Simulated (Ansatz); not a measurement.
The reference is Ti in the hcp (Mg type) structure (space group P6_3/mmc, No. 194; a = 2.939 Å, c = 4.650 Å).

Level of theory: Ansatz (an electronic-structure program), PBE, PAW, cutoff 420 eV, no spin-orbit coupling, earlier PAW set.

Before the change:

```
Quantity               Value
-------------------  -------
c/a ratio              1.582
Lattice parameter a  2.939 Å
```

Now apply this change: a negative pressure, −2 GPa.

Q: How does this affect the c/a ratio?

A: The c/a ratio hardly moves (1.582 against 1.581).

Q: Predict the new lattice parameter a.

A: The lattice parameter a increases by 0.0186 Å, from 2.939 Å to 2.957 Å.

Load acts through the strain it causes; cell and atoms are relaxed under it. Stability against distortions was not tested. All final runs are without spin polarisation.
